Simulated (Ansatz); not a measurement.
System: Mg2BeN2 (model structure, started from the Ca2ZnN2 type, I4/mmm, No. 139, 5 atoms in the cell). Method: PBE in Ansatz (PAW).

Numerical settings: plane-wave cutoff 520 eV, 16×16×16 k mesh, Fermi–Dirac smearing 0.01 eV, scalar-relativistic PAW data made under PBE.

The cell is the one relaxed with PBEsol. Conventional cell: a = 3.1115 Å, b = 3.1115 Å, c = 10.9807 Å, α = 90.00°, β = 90.00°, γ = 90.00°.

```yaml
crystal:
  lattice:
    - [-1.55576, 1.55576, 5.49036]
    - [1.55576, -1.55576, 5.49036]
    - [1.55576, 1.55576, -5.49036]
  atoms:
    - { symbol: Mg, position: [0.66409, 0.66409, 0.00000] }
    - { symbol: Mg, position: [0.33591, 0.33591, 0.00000] }
    - { symbol: Be, position: [0.00000, 0.00000, 0.00000] }
    - { symbol: N, position: [0.86052, 0.86052, 0.00000] }
    - { symbol: N, position: [0.13948, 0.13948, 0.00000] }
```

Q: List the 11 lowest band energies at Γ above −25 eV (eV, relative to the valence band maximum), grouping those that round alike.

A: At Γ: -14.27, -13.33, -5.42, -2.03, -0.73 (×2), -0.63 (×2), 0.99, 6.47, 7.87.

Note: the relaxation could raise the start's symmetry but not lower it, so the cell can be a saddle point; cell and atoms aren't relaxed at this level (largest force component 0.09 eV/Å, pressure 2.6 GPa).

A model structure was made by putting elements into a prototype or built by hand; it is no filed structure, need not be a known phase, and can be a saddle point held by its symmetry.

Ansatz is a quantum-chemistry and plane-wave program.
